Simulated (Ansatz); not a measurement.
**SnSe2: response to strain**

Base system: SnSe₂ in the CdI2 type structure (space group P-3m1, No. 164; a = 3.794 Å, c = 5.744 Å; layered, stacked along the Cartesian z axis). Axes: x lies along a and z along c of the hexagonal cell.

Strains are applied to the cell and any free atomic positions relax.

All numbers come from Ansatz (an electronic-structure program) PBEsol-D3(BJ), no spin-orbit coupling.

Candidates:
(a) uniaxial strain ε_xx = +2.00 %
(b) uniaxial strain ε_xx = +3.00 %
(c) uniaxial strain ε_xx = −3.00 %
(d) uniaxial strain ε_xx = +0.50 %
(e) uniaxial strain ε_xx = −1.00 %

Notes on the quantities. energy relative to the base: free energy F.

**Question.** Order them by energy relative to the base, lowest first.

**Answer.** (d) uniaxial strain ε_xx = +0.50 % (+0.2 meV/atom), (e) uniaxial strain ε_xx = −1.00 % (+0.9 meV/atom), (a) uniaxial strain ε_xx = +2.00 % (+3.2 meV/atom), (b) uniaxial strain ε_xx = +3.00 % (+6.9 meV/atom), (c) uniaxial strain ε_xx = −3.00 % (+8.1 meV/atom)

A case with no gap was solved on a k-mesh chosen for an insulator, which is coarse for it. Whether these cells are dynamically stable was not tested. The final runs are not spin-polarised.
